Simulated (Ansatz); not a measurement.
The reference is BN (space group Pm-3n, No. 223; a = 4.419 Å; a hypothetical phase, not in the database extracts checked).

Level of theory: Kohn–Sham DFT with the PBEsol functional, run in Ansatz (a quantum-chemistry and plane-wave program) with PAW and 420 eV plane waves, scalar-relativistic without spin-orbit coupling.

Base values:

The valley order is a point along ⟨100⟩, about 0.6 Å⁻¹ from Γ 4.39 eV; a point along ⟨110⟩, about 0.4 Å⁻¹ from Γ 5.13 eV; a point along ⟨111⟩, about 0.4 Å⁻¹ from Γ 5.20 eV and the density is 2.86 g/cm³.

It is then changed as follows: a hydrostatic pressure of 1.5 GPa.

Problem. How does this affect the valley order and density?

Solution. The valley order (the lowest conduction-band minima on the path, energy above the VBM, named in the base's zone) changes from a point along ⟨100⟩, about 0.6 Å⁻¹ from Γ 4.39 eV; a point along ⟨110⟩, about 0.4 Å⁻¹ from Γ 5.13 eV; a point along ⟨111⟩, about 0.4 Å⁻¹ from Γ 5.20 eV to a point along ⟨100⟩, about 0.6 Å⁻¹ from Γ 4.39 eV; a point along ⟨110⟩, about 0.4 Å⁻¹ from Γ 5.13 eV; a point along ⟨111⟩, about 0.4 Å⁻¹ from Γ 5.19 eV; the density increases by 0.014 g/cm³ to 2.88 g/cm³.

The levels and masses belong to the bands next to the band gap. Load acts through the strain it causes; cell and atoms are relaxed under it. No phonon test of stability was made.
